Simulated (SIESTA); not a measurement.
Input and output of a self-consistent single point for V (Im-3m, 1 atom in the cell) (SIESTA)

Level of theory: GGA revPBE, numerical atomic orbitals DZP, PseudoDojo PBE standard norm-conserving potentials (rewritten from UPF to PSML) (SIESTA 5.4.2).

Input as run:

```
# files in the folder: V.psml (PseudoDojo PBE standard)
SystemName  V
SystemLabel V

NumberOfAtoms                1
NumberOfSpecies              1
%block ChemicalSpeciesLabel
  1 23 V
%endblock ChemicalSpeciesLabel
LatticeConstant              1.0 Ang
%block LatticeVectors
    -1.513568000    1.513568000    1.513568000
     1.513568000   -1.513568000    1.513568000
     1.513568000    1.513568000   -1.513568000
%endblock LatticeVectors
AtomicCoordinatesFormat      Ang
%block AtomicCoordinatesAndAtomicSpecies
     0.000000000    0.000000000    0.000000000  1
%endblock AtomicCoordinatesAndAtomicSpecies

XC.functional                GGA
XC.authors                   revPBE
PAO.BasisSize                DZP
PAO.EnergyShift              0.01 Ry
MeshCutoff                   300 Ry
%block kgrid.MonkhorstPack
   20   0   0  0.0
    0  20   0  0.0
    0   0  20  0.0
%endblock kgrid.MonkhorstPack
OccupationFunction           FD
ElectronicTemperature        0.05 eV

MaxSCFIterations             150
SCF.Mixer.Method             Pulay
SCF.Mixer.Weight             0.2
SCF.Mixer.History            8
SCF.DM.Tolerance             1.0E-05
Diag.ParallelOverK           true
WriteForces                  true
```

Output (repeated stretches shortened):

```
reinit: Reading from file input.fdf

reinit: System Name: V
reinit: System Label: V

coor:   Atomic-coordinates input format  =     Cartesian coordinates
coor:                                          (in Angstroms)

siesta: Atomic coordinates (Bohr) and species
siesta:      0.00000   0.00000   0.00000  1        1

siesta: System type = bulk

initatomlists: Number of atoms, orbitals, and projectors:      1    19    18

siesta: ******************** Simulation parameters ****************************
redata: Spin configuration                          = none
redata: Time-Reversal Symmetry                      = T
redata: Number of Atomic Species                    =        1
redata: Mesh Cutoff                                 =   300.0000 Ry
redata: Net charge of the system                    =     0.0000 |e|
redata: Min. number of SCF Iter                     =        0
redata: Max. number of SCF Iter                     =      150
redata: SCF convergence failure will abort job
redata: SCF mix quantity                            = Hamiltonian
redata: Mix DM or H after convergence               =   F
redata: Recompute H after scf cycle                 =   F
redata: Mix DM in first SCF step                    =   T
redata: No kicks to SCF
redata: DM Mixing Weight for Kicks                  =     0.5000
redata: Require Harris convergence for SCF          =   F
redata: Harris energy tolerance for SCF             =     0.000100 eV
redata: Require DM convergence for SCF              =   T
redata: DM tolerance for SCF                        =     0.000010
redata: Require EDM convergence for SCF             =   F
redata: EDM tolerance for SCF                       =     0.001000 eV
redata: Require H convergence for SCF               =   T
redata: Hamiltonian tolerance for SCF               =     0.001000 eV
redata: Require (free) Energy convergence for SCF   =   F
redata: (free) Energy tolerance for SCF             =     0.000100 eV
redata: Using DFT-D3 dispersion                     =   F
redata: Using Saved Data (generic)                  =   F
redata: Method of Calculation                       = Diagonalization
redata: Electronic Temperature                      =   580.2259 K
redata: Number of TDED substeps                     =        3
redata: Dynamics option                             = Single-point calculation
redata: Save all siesta data in one NC              =   F
redata: ***********************************************************************

%block SCF.Mixers
  Pulay
%endblock SCF.Mixers

%block SCF.Mixer.Pulay
  # Mixing method
  method pulay
  variant stable

  # Mixing options
  weight 0.2000
  weight.linear 0.2000
  history 8
%endblock SCF.Mixer.Pulay

DM_history_depth set to one: no extrapolation allowed by default for geometry relaxation
Size of DM history Fstack: 1
Total number of electrons:    13.000000
Total ionic charge:    13.000000

* ProcessorY, Blocksize:    1  20

* Orbital distribution balance (max,min):    19    19

k-point displ. along   1 input, could be:     0.00    0.50
k-point displ. along   2 input, could be:     0.00    0.50
k-point displ. along   3 input, could be:     0.00    0.50
 Kpoints in:         4400 . Kpoints trimmed:         4220

siesta: k-grid: Number of k-points = 4220
siesta: k-points from Monkhorst-Pack grid
siesta: k-cutoff (effective) =    26.216 Ang
siesta: k-point supercell and displacements
siesta: k-grid:    20     0     0      0.000
siesta: k-grid:     0    20     0      0.000
siesta: k-grid:     0     0    20      0.000

diag: Algorithm                                     = D&C
diag: Parallel over k                               =   F
diag: Use parallel 2D distribution                  =   F
diag: Parallel block-size                           = 20
diag: Parallel distribution                         =     1 x     1
diag: Used triangular part                          = Lower
diag: Absolute tolerance                            =  0.100E-15
diag: Orthogonalization factor                      =  0.100E-05
diag: Memory factor                                 =  1.0000

superc: Internal auxiliary supercell:     9 x     9 x     9  =     729
superc: Number of atoms, orbitals, and projectors:    729  13851  13122

                        Single-point calculation

superc: Internal auxiliary supercell:     9 x     9 x     9  =     729
superc: Number of atoms, orbitals, and projectors:    729  13851  13122

outcell: Unit cell vectors (Ang):
       -1.513568    1.513568    1.513568
        1.513568   -1.513568    1.513568
        1.513568    1.513568   -1.513568

outcell: Cell vector modules (Ang)   :    2.621577    2.621577    2.621577
outcell: Cell angles (23,13,12) (deg):    109.4712    109.4712    109.4712
outcell: Cell volume (Ang**3)        :     13.8697
new_DM -- step:     1
Initializing Density Matrix...

Attempting to read DM from file... Failed...
DM filled with atomic data:

InitMesh: MESH = 24 x 24 x 24 = 13824
InitMesh: Mesh cutoff (required, used) =   300.000   347.449 Ry

stepf: Fermi-Dirac step function

        iscf     Eharris(eV)        E_KS(eV)     FreeEng(eV)     dDmax    Ef(eV) dHmax(eV)
   scf:    1    -1994.095462    -2006.283892    -2006.294636  1.280708 -4.997635  8.082337
   scf:    2    -2008.759075    -2007.650832    -2007.664517  0.106508 -5.692396  4.197858
   scf:    3    -2008.335119    -2008.154927    -2008.170398  0.109520 -6.490944  0.099427
   scf:    4    -2008.155738    -2008.155642    -2008.170983  0.004573 -6.458541  0.076791
   scf:    5    -2008.155882    -2008.155774    -2008.171121  0.008870 -6.473998  0.015332
   scf:    6    -2008.155725    -2008.155756    -2008.171121  0.000677 -6.480196  0.012482
   scf:    7    -2008.155780    -2008.155773    -2008.171122  0.000594 -6.476023  0.011101
mix: Pulay -- inversion failed, > SVD [rank/size] 3 / 6
   scf:    8    -2008.155765    -2008.155770    -2008.171126  0.000258 -6.477992  0.000757
mix: Pulay -- inversion failed, > SVD [rank/size] 3 / 7
   scf:    9    -2008.155770    -2008.155770    -2008.171126  0.000006 -6.478054  0.000519

SCF Convergence by DM+H criterion
max |DM_out - DM_in|         :     0.0000060314
max |H_out - H_in|      (eV) :     0.0005193549
SCF cycle converged after 9 iterations

Using DM_out to compute the final energy and forces

siesta: E_KS(eV) =            -2008.1558

siesta: E_KS - E_eggbox =     -2008.1558

siesta: Atomic forces (eV/Ang):
     1    0.000000    0.000000    0.000000
   Tot    0.000000    0.000000    0.000000
   Max    0.000000
   Res    0.000000    sqrt( Sum f_i^2 / 3N )
   Max    0.000000    constrained

Stress tensor Voigt[x,y,z,yz,xz,xy] (kbar):       64.62       64.62       64.62        0.59        0.59        0.59
(Free)E + p*V (eV/cell)    -2008.7305
Target enthalpy (eV/cell)    -2008.1711

siesta: Program's energy decomposition (eV):
siesta: Ebs     =      -444.263271
siesta: Eions   =      3034.674622
siesta: Ena     =       464.869598
siesta: Ekin    =       830.553457
siesta: Enl     =        14.394490
siesta: Eso     =         0.000000
siesta: Edftu   =         0.000000
siesta: DEna    =        27.777741
siesta: DUscf   =         0.669126
siesta: DUext   =         0.000000
siesta: Ex      =      -292.453123
siesta: Ec      =       -19.292439
siesta: Exc     =      -311.745561
siesta: Eharris =     -2008.155770
siesta: Etot    =     -2008.155770
siesta: FreeEng =     -2008.171126

siesta: Stress tensor (static) (eV/Ang**3):
siesta:     0.040333    0.000367    0.000367
siesta:     0.000367    0.040333    0.000367
siesta:     0.000367    0.000367    0.040333

siesta: Cell volume =         13.869660 Ang**3

siesta: Pressure (static):
siesta:                Solid            Molecule  Units
siesta:          -0.00043929         -0.00043929  Ry/Bohr**3
siesta:          -0.04033344         -0.04033344  eV/Ang**3
siesta:         -64.62129717        -64.62129717  kBar
```

The run converged in 9 iterations.

The starting cell comes from a database of computed structures (which also holds hypothetical and non-ambient phases and stackings), without a prior relaxation at this level. Its lattice was rescaled by a random factor within 2.5 % of one. Spin polarisation is off. Values carry the incompleteness of an atom-centred basis. With a pressure of about -6 GPa the cell is away from its equilibrium volume at this level.

Cost on one core of a shared machine: roughly 60 s.
